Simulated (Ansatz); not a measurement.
Base system: GaAs in the zinc blende structure (space group F-43m, No. 216; a = 5.603 Å). Axes: x, y, z lie along the cube axes.

Method: LDA (Ansatz, a first-principles code), no SOC.

Before the change:

The valence-band top at Γ comes out as 0.00, 0.00, 0.00 eV. The valley order comes out as Γ 0.49 eV; L along ⟨111⟩ 0.92 eV; a point along ⟨100⟩, about 1.0 Å⁻¹ from Γ 1.26 eV. The pressure is 0.01 GPa.

One thing is altered: uniaxial strain ε_zz = +2.00 %, all other strain components held at zero; the atoms relax in the strained cell.

Task: How does this affect the valence-band top at Γ?

Result: The valence-band top at Γ (three highest levels, from the VBM) becomes 0.00, 0.00, -0.12 eV (base: 0.00, 0.00, 0.00 eV).

Task: What does the calculation give for the valley order after the change?

Result: The valley order (the lowest conduction-band minima on the path, energy above the VBM, named in the base's zone) goes from Γ 0.49 eV; L along ⟨111⟩ 0.92 eV; a point along ⟨100⟩, about 1.0 Å⁻¹ from Γ 1.26 eV to Γ 0.30 eV; L along [111] 0.82 eV; a point along [010], about 1.0 Å⁻¹ from Γ 1.20 eV; a point along [001], about 1.0 Å⁻¹ from Γ 1.36 eV.

Task: What does the calculation give for the pressure after the change?

Result: The pressure (mean of the normal stresses, compression positive) decreases by 1.41 GPa, from 0.01 GPa to -1.40 GPa.

The levels and masses belong to the bands next to the band gap. Whether these cells are dynamically stable was not tested.
